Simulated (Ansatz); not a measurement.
**BN, carrier doping**

Base system: BN (space group P6_3/mmc, No. 194; a = 2.5064 Å, c = 6.6147 Å; layered, stacked along the Cartesian z axis).

Carriers are added at fixed cell with a uniform background; the Fermi–Dirac width is that of 300 K.

The values are results of PBE-D3(BJ) (Ansatz, a quantum-chemistry and plane-wave program, PAW, no SOC), not measurements.

Notes on the quantities. Fermi level from band edge: Fermi level relative to the doped band's edge (positive inside the band; to 0.05 eV).

```json
[
 {"electron density (10^21 cm⁻³)": "1", "Fermi level from band edge (eV)": "0.15"},
 {"electron density (10^21 cm⁻³)": "2", "Fermi level from band edge (eV)": "0.25"},
 {"electron density (10^21 cm⁻³)": "5", "Fermi level from band edge (eV)": "?"},
 {"electron density (10^21 cm⁻³)": "20", "Fermi level from band edge (eV)": "0.85"}
]
```

Problem. Fit E_F = C n^s, fitted as a line in log–log form (a parabolic band gives s = 2/3) to the rows shown and predict the withheld row.

Solution. Least squares on the printed values gives C = 0.16 eV, s = 0.57 (largest residual 0.02 eV); this predicts 0.39 eV, and the run gives 0.40 eV, in agreement.

Carriers are added with a uniform compensating background; total energy and stress of such cells depend on the potential's zero and are not compared; many-body gap narrowing is missing at this level. Whether these cells are dynamically stable was not tested.
